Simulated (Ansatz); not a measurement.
Seebeck coefficient (μV/K, mean over directions) of n-type CsSrF₃ (Pm-3m) against carrier density, PBEsol, rigid bands in Ansatz (a program for electronic structure). Computed gap 6.30 eV; densities at which minority carriers matter at this gap, or further valleys turn the trend, are left out. Conductivity mass 0.47 mₑ (harmonic mean over directions), N_c = 7.3e18 cm⁻³ at 300 K.

```csv
electron density,300 K,500 K
1e16 cm⁻³,?,-856
1e17 cm⁻³,-591,-657
1e18 cm⁻³,-393,?
3e18 cm⁻³,-300,-366
1e19 cm⁻³,-203,-265
3e19 cm⁻³,-125,-179
1e20 cm⁻³,-63,-100
3e20 cm⁻³,-32,-52
1e21 cm⁻³,?,-25
```

### Question
What belongs in the gaps?

### Answer

- 1e16 cm⁻³, 300 K: -789
- 1e18 cm⁻³, 500 K: -459
- 1e21 cm⁻³, 300 K: -15

Rigid bands with a gap fixed in temperature, one relaxation time for all states, no polarons or phonon drag, and whether or not such doping can be reached. Spin-orbit coupling is left out.

Computed structure with no diffraction record at hand here (it may be known, metastable or hypothetical): CsSrF3 (Pm-3m).
